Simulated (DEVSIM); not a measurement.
Device: Schottky contact on n-type In0.53Ga0.47As, at 350 K.

Layer 1 from the left is In0.53Ga0.47As, thickness (μm) 0.740, Nd (cm⁻³) 1e15, τn (s) 6.3e-8, τp (s) 6.3e-8.

Left contact: Schottky, work function 4.96 eV, emission velocity 5.3e6 cm/s. Right contact: ohmic. Voltage is applied to the left contact. Recombination: SRH at mid-gap, radiative, Auger. Mobility is μmin + (μ − μmin)/(1 + (N/Nref)^α).

The device is made up for the run: typed textbook-type constants, with dimensions and the other settings drawn at random. Values at 300 K; Nc and Nv go as T^1.5, mobilities as T to minus their exponent, the gap by Varshni's rule with the affinity fixed.

In0.53Ga0.47As: gap (eV) 0.74, affinity (eV) 4.51, permittivity 13.9, Nc (cm⁻³) 2.1e17, Nv (cm⁻³) 7.7e18, μn (cm²/Vs) 12000, μp (cm²/Vs) 300, μn,min 300, μp,min 10, Nref,n 1.3e17, Nref,p 4.9e17, αn 0.48, αp 0.4, T exponent of μn 1.6, T exponent of μp 1.6, B (cm³/s) 9.6e-11, Cn (cm⁶/s) 5e-29, Cp (cm⁶/s) 5e-29, Varshni α (eV/K) 0.00035, Varshni β (K) 190.

DEVSIM, 1D drift-diffusion, Boltzmann statistics, complete ionisation; no tunnelling, impact ionisation, image-force lowering or self-heating. Metal contacts follow the ideal Schottky-Mott rule: no Fermi-level pinning, no interface dipoles.

**Question.** What does the simulation give for the dark forward voltage at 100 A/cm², the potential step across the device at zero bias, the largest field in the device at zero bias?

**Answer.** dark forward voltage at 100 A/cm² 0.227 V; potential step across the device at zero bias 0.282 V; largest field in the device at zero bias 8600 V/cm.
